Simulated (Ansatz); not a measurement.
NbN under a change: isotropic strain −3.01 %

Base system: NbN in the rock salt structure (space group Fm-3m, No. 225; a = 4.422 Å; relaxed with 0.1 eV smearing).

Now apply this change: the cell is scaled by 0.9699 in all directions; the atoms relax in the strained cell.

Method: PBE, PAW, 420 eV (Ansatz, a quantum-chemistry and plane-wave program; without spin-orbit coupling), earlier PAW set. Γ-centred 22×22×22 mesh, Fermi–Dirac width 0.1 eV.

| quantity | base | changed | shift |
|---|---|---|---|
| volume per atom | 10.81 Å³ | 9.86 Å³ | -0.95 Å³ |
| space group | Fm-3m (No. 225) | Fm-3m (No. 225) | – |
| shortest interatomic distance | 2.211 Å | 2.144 Å | -0.067 Å |
| energy relative to the base (free energy F) | 0 meV/atom | +94 meV/atom | +94 meV/atom |
| pressure | 0.0 GPa | 34.4 GPa | +34.4 GPa |
| band gap | zero | zero | – |

Cost of the whole job for the changed cell (relaxation, final SCF and bands): around 8 core-seconds (rough).

No phonon test of stability was made. All final runs are without spin polarisation.
